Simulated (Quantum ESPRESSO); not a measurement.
Input and output of a self-consistent single point for HfO2 (Fm-3m, 3 atoms in the cell) (Quantum ESPRESSO).

Method of the run: PBE+U, PseudoDojo standard norm-conserving (PBE) pseudopotentials (plane waves; Quantum ESPRESSO).

```
CELL_PARAMETERS angstrom
      0.00000     2.47255     2.47255
      2.47255     0.00000     2.47255
      2.47255     2.47255     0.00000
ATOMIC_POSITIONS crystal
  Hf 0.00000 0.00000 0.00000
  O  0.75000 0.75000 0.75000
  O  0.25000 0.25000 0.25000
```

Reference input (self-consistent single point, DFT, PBE, plane waves, PseudoDojo standard norm-conserving (PBE) pseudopotentials): ecutwfc = 85 Ry; occupations = fixed; potentials = {Hf: Hf.upf, O: O.upf}; K_POINTS = automatic 12 12 12 0 0 0; nbnd = 20; conv_thr = 1e-10 Ry. This run's input differs from it in these lines:

```diff
@@ -32,2 +32,4 @@
 12 12 12  0 0 0
+HUBBARD {ortho-atomic}
+U Hf-5d 4
```

The program printed (abridged):

```
     Self-consistent Calculation

     iteration #  1     ecut=    85.00 Ry     beta= 0.70

     =================== HUBBARD OCCUPATIONS ===================
     ------------------------ ATOM    1 ------------------------
     Tr[ns(  1)] =   1.36150
     eigenvalues:
       0.076  0.076  0.176  0.176  0.176

     Number of occupied Hubbard levels =    1.3615

     total energy              =    -178.62779191 Ry
     estimated scf accuracy    <       1.18346329 Ry

     iteration #  2     ecut=    85.00 Ry     beta= 0.70

     total energy              =    -178.89666745 Ry
     estimated scf accuracy    <       1.29433973 Ry

     iteration #  3     ecut=    85.00 Ry     beta= 0.70

     total energy              =    -179.15274540 Ry
     estimated scf accuracy    <       0.00967122 Ry

   [... 5 blocks of this kind left out ...]

     iteration #  9     ecut=    85.00 Ry     beta= 0.70

     total energy              =    -179.15636055 Ry
     estimated scf accuracy    <          4.0E-09 Ry

     iteration # 10     ecut=    85.00 Ry     beta= 0.70
     End of self-consistent calculation

     =================== HUBBARD OCCUPATIONS ===================
     ------------------------ ATOM    1 ------------------------
     Tr[ns(  1)] =   2.05547
     eigenvalues:
       0.124  0.124  0.260  0.260  0.260

     Number of occupied Hubbard levels =    2.0555

     highest occupied, lowest unoccupied level (ev):    13.9877   18.7054

!    total energy              =    -179.15636055 Ry
     estimated scf accuracy    <          6.3E-11 Ry

     Hubbard energy            =       0.23353917 Ry

     convergence has been achieved in  10 iterations

     Forces acting on atoms (cartesian axes, Ry/au):

     atom    1 type  1   force =     0.00000000    0.00000000    0.00000000
   [... zero for the other atoms too ...]

     Total force =     0.000000     Total SCF correction =     0.000000

          total   stress  (Ry/bohr**3)                   (kbar)     P=      303.94
   0.00206612   0.00000000   0.00000000          303.94        0.00        0.00
   0.00000000   0.00206612   0.00000000            0.00      303.94        0.00
   0.00000000   0.00000000   0.00206612            0.00        0.00      303.94

   JOB DONE.
```

The run converged in 10 iterations. Against the reference run the pressure goes from 23.82 to 30.39 GPa and the gap on the mesh goes from 4.039 to 4.718 eV.

The starting cell comes from a database of computed structures (which also holds hypothetical and non-ambient phases and stackings), without a prior relaxation at this level. Its lattice was rescaled by a random factor within 2.5 % of one. Spin-orbit coupling is off. Spin polarisation is off. The U value is a test value, and with U on an open shell several self-consistent states can exist. With a pressure of about 30 GPa the cell is away from its equilibrium volume at this level.

Cost on one core of a shared machine: roughly 30 s.
